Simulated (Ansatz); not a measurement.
NaF: energy against volume

NaF (rock salt, Fm-3m, 12.988 Å³/atom and stress up to 0.01 GPa in the relaxed cell, cube axes along x, y and z) under an equal strain ε along all three axes. PBE in Ansatz, a plane-wave DFT program (PAW, default set), 420 eV, 12×12×12 Γ-centred mesh, Fermi-Dirac smearing 0.05 eV; ions are relaxed, or left where forces stay under 0.02 eV/Å, within the symmetry of each cell.

Here V stands for volume and E for E less E0.

```csv
volume (Å³/atom),E less E0 (meV/atom),pressure (GPa)
11.8535,?,?
12.2239,7.02,3.12
12.4119,3.87,2.25
12.6019,1.70,1.45
12.7938,0.42,0.70
12.9876,0.00,0.00
13.1834,0.43,-0.65
13.3812,1.56,-1.25
13.5809,3.48,-1.81
13.7826,6.11,-2.33
```

Q: Using the third-order Birch-Murnaghan form, a cubic in V^(-2/3), estimate the missing E at V = 11.8535 from the other rows, showing the fit.

A: With u = V^(-2/3) - 0.181, the rows have u = 0.007449, 0.005541, 0.003661, 0.001810, -0.000013, -0.001809, -0.003580, -0.005323, -0.007041. Least squares gives E = 0.004 + 4.57·u + 124665·u² + 143123·u³. Residuals (row less fit): 0.005, -0.011, 0.001, -0.002, -0.004, 0.027, -0.019, -0.010, 0.008; standard error 0.017 (degrees of freedom: 5). Its minimum lies at u = -0.000018, so V0 = (0.180982)^(-3/2) = 12.99. There d²E/du² = 249300 and d³E/du³ = 858700, so B0 = (4/9) × 12.99^(-7/3) × 249300 × 0.160218 = 44.8 GPa (the last factor turns the table's units into GPa), and B0' = 4 + (2/3) × 0.180982 × (858700)/249300 = 4.4. B0' rests on the cubic coefficient alone and has a standard error of 0.2 from these residuals. At the withheld row, u = 0.011354, so E = 0.004 + 4.57 × 0.011354 + 124665 × 0.011354² + 143123 × 0.011354³ = 16.336 meV/atom. The calculation gives 16.41 meV/atom, 0.074 meV/atom above the prediction (0.5 % of the range of E in the table). The row lies outside the fitted rows, so this is an extrapolation. From the scatter of the fitted rows alone, a prediction at this place has a standard error of 0.081 meV/atom, so the miss is 0.9 times that.

Other structures, which can take over under pressure, weren't tried. The same form fitted to the pressure column gives B0' = 4.5; series where the two differ by over 0.4 aren't shown. Rows are the converged runs of the series near zero and its far end, less any whose ions stayed unrelaxed beside relaxed ones; series whose fitted rows scatter by over a few per cent of the range, as at a crossing or softening among them, aren't shown in this form.
